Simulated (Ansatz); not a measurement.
We consider Sb (Pm-3m, No. 221, 1 atom in the cell; start mp-133; another form than the element's usual one), described by PBE0 (PAW; Ansatz, a first-principles code).

Input:

Ansatz 0.2 input:
```yaml
crystal:
  lattice:
    - [3.0623452047, 0.0, 0.0]
    - [0.0, 3.0623452047, 0.0]
    - [0.0, 0.0, 3.0623452047]
  atoms:
    - { symbol: Sb, position: [0.0, 0.0, 0.0] }
basis:
  ecutwfc: 460
  ecutrho_ratio: 4
  xc_grid: 2
kpoints:
  mp_grid: { grid: [8, 8, 8] }
hamiltonian:
  xc: pbe0
  dispersion: none
  pseudopotentials: { azcp: { folder: ./paw }, kind: paw }
scf:
  occupations: { method: fermi_dirac, width: 0.01 }
  convergence: { dr2_threshold: 0.0000000001 }
output:
  forces: false
  stress: true
  eigenvalues: true
```

### Question
How many irreducible k-points, plane waves at Γ does the program set up, and what pressure does the run end with?

### Answer
35 irreducible k-points, 619 plane waves at Γ; P = 1.01 GPa, so the cell is compressed on average and its volume would grow at this level.

The run printed, among other lines:

```
WARN output.stress: scf.exx.energy_threshold = 1e-6 eV is looser than the 1e-8 eV advised for a stress under a hybrid functional (1e-8 eV for each atom of the …
Crystal: 1 atoms, lattice volume = 28.719 Å³
Basis set: ecut = 460 eV, 619 PW (Γ), exchange–correlation on 48×48×48 points (8 copies of the dense FFT grid, shifted against one another)
Bands: 12, of which v1, the nominal top of the filled ones, is band 8 counted from 1 (7 counted from 0)
Symmetry: 48 space group operations
Space group: Pm-3m (ITA 221), of the structure as read, at distance tolerance 3.1e-5 Å
k-points: 35 of 512
Initial density: superposition of atomic densities (chi_scale 0.1, normalization cell)
Functional: x = pbe(κ = 0.804, μ = 0.2195149727645171), c = pbe(β = 0.06672455060314922), warm-up for x = 0.75 pbe(κ = 0.804, μ = 0.2195149727645171) + 0.25 exact, c = pbe(β = 0.06672455060314922)
SCF iter   1: F=—  HF=-6484.488084 eV  |F-HF|=—  |Δ(HF+E_count)|=         —  Δρ=1.19e-2  dr2=3.09e-2
SCF iter   2: F=—  HF=-6484.491595 eV  |F-HF|=—  |Δ(HF+E_count)|=   3.51e-3  Δρ=6.15e-3  dr2=7.60e-3
  ...
SCF 1 converged in 7 iterations: F = -6484.493556 eV  dr2 = 4.02e-11
Crystal: 1 atoms, lattice volume = 28.719 Å³
Initial density: handed on by an earlier stage of this run
Functional: x = 0.75 pbe(κ = 0.804, μ = 0.2195149727645171) + 0.25 exact, c = pbe(β = 0.06672455060314922)
SCF 2 converged in 6 iterations: F = -6487.851782 eV  dr2 = 2.12e-11
Crystal: 1 atoms, lattice volume = 28.719 Å³
Crystal: 1 atoms, lattice volume = 28.719 Å³
SCF iter   8: F=—  HF=-6487.853937 eV  |F-HF|=—  |Δ(HF+E_count)|=   5.53e-8  Δρ=7.59e-7  dr2=2.72e-10
SCF iter   9: F=-6487.853937 eV  HF=-6487.853937 eV  |F-HF|=1.82e-12  |Δ(HF+E_count)|=  7.09e-11  Δρ=7.00e-8  dr2=3.84e-11
SCF 4 converged in 9 iterations: F = -6487.853937 eV  dr2 = 3.84e-11
Free energy (F): -6487.853937 eV
Internal energy: -6487.852644 eV  (E = F + TS)
E sigma→0 (E₀):  -6487.853291 eV
Fermi energy:    10.634458 eV
--- Stress (GPa, compression-positive) ---
        1.007826      -0.000000       0.000000
       -0.000000       1.007826       0.000000
        0.000000       0.000000       1.007826
  P = ⅓ Tr σ = 1.0078 GPa (10.078 kbar)
```

The PAW data were made under PBE.

Note: cell and atoms aren't relaxed at this level (pressure 1.0 GPa).

Computing time: about 90 core-seconds (a rough figure).

A start named mp-… is a Materials Project structure, which need not be a measured phase.
